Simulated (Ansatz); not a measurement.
Structures of equal composition on the (000-1) surface of 4H silicon carbide (C plane on top): (√3x√3)R30° Sn adatom at H3; (√3x√3)R30° Sn adatom at T4. The slabs share one bottom face, and each structure is named by its start. These are constructed structures in small cells; real faces may alloy, dewet or reconstruct in larger ones, and not all known structures of the face are among them. Slabs of about 11 Å, Fermi-Dirac smearing of 0.025 eV. Bottom of the slabs: H caps. Relaxed from the named starts with such symmetry as they have, on meshes of like density; energies extrapolated to zero smearing; spin only where a row says so; no spin-orbit coupling, no U. Brackets mark spin-polarised runs, whose order is one that fits the cell. Where a second, spin-polarised start was run, the lower counts.

Calculation: PBE (plane waves to 420 eV, PAW; Ansatz, a quantum-chemistry and plane-wave program).

Rank these by energy per 1x1 cell (lowest first), as PBE gives it.

(√3x√3)R30° Sn adatom at H3 (0.000 eV [spin, 1.0 μB a cell], a narrow gap of 0.11 eV by band count), (√3x√3)R30° Sn adatom at T4 (0.039 eV [spin, 0.9 μB a cell], no gap on the mesh)
